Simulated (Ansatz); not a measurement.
We consider BSi₆As (model structure, I-42m, No. 121, 8 atoms in the cell), described by r²SCAN in Ansatz (PAW).

Numerical settings: plane-wave cutoff 560 eV, 10×10×10 k mesh, Fermi–Dirac smearing 0.01 eV, scalar-relativistic PAW data made under PBE.

Cell (relaxed at this level):

```
CELL_PARAMETERS angstrom
     -2.63237     2.63237     5.25271
      2.63237    -2.63237     5.25271
      2.63237     2.63237    -5.25271
ATOMIC_POSITIONS crystal
  B  0.00000 0.00000 0.00000
  Si 0.33591 0.33591 0.43614
  Si 0.75000 0.25000 0.50000
  Si 0.10023 0.66409 0.00000
  Si 0.25000 0.75000 0.50000
  Si 0.66409 0.10023 0.00000
  As 0.50000 0.50000 0.00000
  Si 0.89977 0.89977 0.56386
```

Problem. What does this level give for the band gap and bulk modulus?

Solution. 
* **band gap**: 0.09 eV (on the SCF k mesh)
* **bulk modulus**: 103 GPa

Note: the bulk modulus is −V dP/dV from two relaxed cells at ±2 % in volume; the relaxation could raise the start's symmetry but not lower it, so the cell can be a saddle point.

Spin–orbit coupling is not included; it can close the smallest gap of 0.09 eV.

A model structure was made by putting elements into a prototype or built by hand; it is no filed structure, need not be a known phase, and can be a saddle point held by its symmetry.

Ansatz is an electronic-structure program.
